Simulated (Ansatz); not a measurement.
Step by step: reaction energy

This concerns the reaction energy. Reaction: SiH4 (gas) + O2 (gas) → Si (diamond) + 2 H2O (gas). A negative value means that the right-hand side lies lower.

Setting: static, neutral cells in Ansatz (PAW) whose structures rest at the PBE level. Ansatz (a program for electronic structure) runs with its PAW set soft_1. Other levels take these structures. The lattices are those relaxed with PBE, so at other levels the solids can be strained. A dispersion term (D3(BJ), or D4 for r2SCAN) was computed beside these levels and is taken off wherever the name lacks it. Space groups of crystals are read within 0.01 Å.

Total energies of the cells in eV, at zero smearing width. They compare only within one column; the weights balance every element.

```csv
cell,atoms,weight,r2SCAN
Si (diamond),2,+1,-1278.12992
H2O (gas),3,+4,-600.36932
SiH4 (gas),5,−2,-702.78718
O2 (gas),2,−2,-1131.97288
```

r2SCAN: (-1278.12992) + 4 × (-600.36932) − 2 × (-702.78718) − 2 × (-1131.97288) = -10.087 eV; dividing by 2 gives -5.04 eV.

What follows from the r2SCAN value: Per mole of the reaction as written, -5.044 eV × 96.485 = -486.7 kJ.
